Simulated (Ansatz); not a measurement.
The starting structures come from a database of crystals and need not be the phases stable at ambient conditions.

 Where the default PAW files enter, the runs use the earlier of Ansatz's two default sets.

```
Al2Ca3N4
1.0
    5.49640     0.00000     0.00000
   -0.19690     6.70393     0.00000
    0.19690    -1.64405     6.49921
Ca Al N
6 4 8
Cartesian
  2.95065   5.33143   4.85114
  2.54575  -0.27156   1.64807
  5.29395   3.39554   6.35831
  0.20245   1.66434   0.14090
  4.12230   2.01661   2.59026
  1.37410   3.04326   3.90895
  4.93350   4.83982   2.69210
  0.56290   0.22006   3.80711
  3.31110   1.42299   5.35223
  2.18530   3.63688   1.14698
  0.06134   5.16797   4.52527
  5.43506  -0.10809   1.97394
  2.68686   3.11971   6.11992
  2.80954   1.94017   0.37929
  0.38787   3.52352   1.71280
  5.10853   1.53636   4.78641
  2.36033   0.79640   3.83596
  3.13607   4.26347   2.66325
```

Space group of this cell: C2/c. The cell is taken as given; by PBEsol its mean pressure is -1.4 GPa.

Transport runs along the normal of the first two printed cell vectors.

The gap is the functional's own. No spin-orbit coupling. Mid-gap values are interpolated on the energy grid.

Task: Predict the band gap and the smallest decay constant κ at mid-gap from PBEsol (Ansatz, a program for electronic structure).

Result: Gap 2.43 eV on a 6×6×6 mesh; κ = 0.250 1/Å, at the zone centre.
